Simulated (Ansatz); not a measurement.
A computed series for YSe: element substitutions

Consider YSe in the rock salt structure (space group Fm-3m, No. 225).

```
YSe
1.0
    0.00000     2.88008     2.88008
    2.88008     0.00000     2.88008
    2.88008     2.88008     0.00000
Y Se
1 1
Direct
  0.50000   0.50000   0.50000
  0.00000   0.00000   0.00000
```

Each row replaces one element on all its sites; cell and atoms are relaxed.

The values are results of r2SCAN (Ansatz, a program for electronic structure), without spin-orbit coupling, not measurements.

Q: Only one of these has a band gap. Which?
(A) Se → Pt
(B) Se → Os
(C) Y → Mg

A: C, Y → Mg. Computed: Y → Mg: 2.48 eV; Se → Pt: zero; Se → Os: zero

Stability against distortions was not tested. As relaxed here, YPt and YOs are hypothetical phases, not in the database extracts checked. The final runs are not spin-polarised. An odd electron count without spin: YSe, YPt and YOs. YOs has a high density of states at the Fermi level and may be magnetic at this level.
